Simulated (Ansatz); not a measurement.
Results of LDA (Ansatz, an electronic-structure program, PAW) for rock-salt PrN.

Input:

Ansatz 0.2 input:
```yaml
crystal:
  lattice:
    - [0.0, 2.5675, 2.5675]
    - [2.5675, 0.0, 2.5675]
    - [2.5675, 2.5675, 0.0]
  atoms:
    - { symbol: Pr, position: [0.0, 0.0, 0.0], spin: 2.0 }
    - { symbol: N, position: [0.5, 0.5, 0.5], spin: 0.0 }
basis:
  ecutwfc: 520
  ecutrho_ratio: 4
  xc_grid: 2
kpoints:
  mp_grid: { grid: [18, 18, 18] }
hamiltonian:
  xc: lda
  dispersion: none
  pseudopotentials: { kind: paw }
scf:
  occupations: { method: fermi_dirac, width: 0.05 }
  convergence: { dr2_threshold: 0.0000000002 }
output:
  forces: true
  stress: true
  eigenvalues: true
magnetization:
  spin_polarized: true
```

Output (set-up and result lines):

```
WARN where this run starts from atoms, the 4f shell of Pr (site 0, from 0) starts with a moment of 2.02 μB, by Hund's first rule and in the place of the 2.00 …
Crystal: 2 atoms, lattice volume = 33.850 Å³
Basis set: ecut = 520 eV, 941 PW (Γ), exchange–correlation on 60×60×60 points (8 copies of the dense FFT grid, shifted against one another)
Bands: 18, of which v1, the nominal top of the filled ones, is band 9 counted from 1 (8 counted from 0)
Symmetry: 48 space group operations
Space group: Fm-3m (ITA 225), of the structure as read, at distance tolerance 3.2e-5 Å
k-points: 195 of 5832
Initial density: superposition of atomic densities (chi_scale 0.1, normalization cell, long waves kept (reshape's long-wave potential 0.00 eV rms))
Functional: x = slater, c = lda
spin=Collinear: Kerker preconditioning applied to the charge; magnetization (m = ρ↑ − ρ↓) channel mixes plain (no charge-response kernel on spin).
SCF 1 converged in 16 iterations: F = -7128.836693 eV  dr2 = 7.02e-13
SCF converged after 16 iterations
Magnetization: 1.8833 μB (9.9417 up, 8.0583 down)
Free energy (F): -7128.836693 eV
Internal energy: -7128.757558 eV  (E = F + TS)
E sigma→0 (E₀):  -7128.797125 eV
Fermi energy:    13.495577 eV
--- Stress (GPa, compression-positive) ---
      -14.886355       0.000000      -0.000000
        0.000000     -14.886355       0.000000
       -0.000000       0.000000     -14.886355
  P = ⅓ Tr σ = -14.8864 GPa (-148.864 kbar)
```

The PAW data were made under PBE.

The run is spin-polarised with parallel starting moments, which need not be the measured order.

Note: the magnetic order was assumed, not searched for or taken from measurement. Note: the 4f shell is treated without U or exact exchange, so its levels and filling can be wrong. Note: cell and atoms aren't relaxed at this level (pressure -14.9 GPa).
